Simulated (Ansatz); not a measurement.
## Bulk modulus of GaN (model structure, started from the HgO type, P6₄22, No. 181, 6 atoms in the cell) at several levels of theory

No measured value is used here.

```tsv
level (code)	value (GPa)	cell (Å³/atom)
LDA (Ansatz)	215	10.08
PBEsol (Ansatz)	200	10.37
r²SCAN (Ansatz)	207	10.39
```

LDA, PBEsol, r²SCAN: the bulk modulus is −V dP/dV from two relaxed cells at ±2 % in volume. Each level is taken at its own relaxed cell. Cutoffs differ between the levels. Ansatz's density-functional and Hartree–Fock values are scalar-relativistic unless marked +SOC, with PAW data made under PBE.

A model structure was made by putting elements into a prototype or built by hand; it is no filed structure, need not be a known phase, and can be a saddle point held by its symmetry.

Ansatz is a quantum-chemistry and plane-wave program.
